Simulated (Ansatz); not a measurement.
The reference is CdSe in the wurtzite structure (space group P6_3mc, No. 186).

```yaml
crystal:
  lattice:
    - [4.30194, 0.00000, 0.00000]
    - [-2.15097, 3.72559, 0.00000]
    - [0.00000, 0.00000, 7.02103]
  atoms:
    - { symbol: Cd, position: [0.33333, 0.66667, 0.00013] }
    - { symbol: Cd, position: [0.66667, 0.33333, 0.50013] }
    - { symbol: Se, position: [0.33333, 0.66667, 0.37587] }
    - { symbol: Se, position: [0.66667, 0.33333, 0.87587] }
```

Cartesian axes are those of the cell as printed.

The values are results of PBEsol, PAW, 420 eV (Ansatz, an electronic-structure program; without spin-orbit coupling), not measurements.

For the base:

- Band gap: 0.54 eV
- Valence-band top at Γ: 0.00, 0.00, -0.05 eV
- Pressure: 0.00 GPa

The change: uniaxial strain ε_zz = +1.80 %, all other strain components held at zero, atoms relaxed at fixed cell.

Problem. Estimate the effect on the band gap.

Solution. The band gap drops by 0.07 eV, from 0.54 eV to 0.47 eV.

Problem. What does the calculation give for the valence-band top at Γ after the change?

Solution. The valence-band top at Γ (three highest levels, from the VBM) goes from 0.00, 0.00, -0.05 eV to 0.00, 0.00, -0.12 eV.

Problem. Estimate the effect on the pressure.

Solution. The pressure (mean of the normal stresses, compression positive) goes from zero to -0.90 GPa.

No phonon test of stability was made.
